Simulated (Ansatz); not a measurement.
Candidates (primitive cells; geometry: cell and atoms relaxed with PBEsol):
A. MgTe (P6_3mc), a = 4.561 Å, b = 4.561 Å, c = 7.411 Å, α = 90.00°, β = 90.00°, γ = 120.00°
B. MgSe (Fm-3m), a = 3.854 Å, b = 3.854 Å, c = 3.854 Å, α = 60.00°, β = 60.00°, γ = 60.00°
C. MgS (Fm-3m), a = 3.6641 Å, b = 3.6641 Å, c = 3.6641 Å, α = 60.00°, β = 60.00°, γ = 60.00°

### Question
Rank these by band gap (highest first), as PBEsol with spin-orbit coupling, rigid bands (Ansatz, a first-principles code) gives it.

### Answer
C (2.70 eV), A (2.13 eV), B (1.64 eV)
